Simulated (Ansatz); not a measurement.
# Mg (model structure, Pm-3n, No. 223, 8 atoms in the cell): properties by level of theory

| level (code) | equilibrium lattice constant a (Å) | cohesive energy (eV/atom) |
|---|---|---|
| LDA (Ansatz) | 5.612 | 1.72 |
| PBE (Ansatz) | [?] | [?] |
| PBEsol (Ansatz) | 5.689 | 1.67 |
| r²SCAN (Ansatz) | 5.692 | 1.66 |

Question: Fill in the missing entries.

Answer: 
- PBE (Ansatz, an electronic-structure program), equilibrium lattice constant a (Å): 5.726
- PBE (Ansatz), cohesive energy (eV/atom): 1.45

Ansatz's density-functional and Hartree–Fock values are scalar-relativistic unless marked +SOC, with PAW data made under PBE.

Free atoms are spin-polarised, in the lowest state found; at levels without +SOC their spin–orbit coupling is left out.

A model structure was made by putting elements into a prototype or built by hand; it is no filed structure, need not be a known phase, and can be a saddle point held by its symmetry.
